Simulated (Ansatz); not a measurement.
Take CdI$_{2}$ in the CdI2 type structure (space group P-3m1, No. 164; a = 4.152 Å, c = 6.551 Å; layered, stacked along the Cartesian z axis) as the base.

The values are results of Kohn–Sham DFT with the PBEsol-D3(BJ) functional, run in Ansatz (a first-principles code) with PAW and 420 eV plane waves, without spin-orbit coupling, not measurements.

For the base:

The band gap comes out as 2.17 eV and the In-plane lattice parameter a is 4.152 Å.

Perturbation: a free-standing slab of 3 layers (9 atoms, 3 a layer) is cut normal to the stacking axis, with 15 Å of vacuum and the in-plane cell relaxed.

### Question
How does this affect the gap character, band gap, excess energy per area of both faces and in-plane lattice parameter a?

### Answer
The gap character comes out as indirect, k = (0, 0.111, 0) in the run's primitive reciprocal basis → M; the band gap increases by 0.09 eV (2.17 eV → 2.26 eV); the excess energy per area of both faces (slab less bulk energy over the cell's area: twice a surface energy) comes out as 0.39 J/m²; the in-plane lattice parameter a stays essentially unchanged (4.152 Å against 4.153 Å).

Slab and bulk use different k-meshes, which limits the precision of the excess energy. Spin-orbit coupling, missing from the scalar runs, can matter with I. Whether these cells are dynamically stable was not tested.
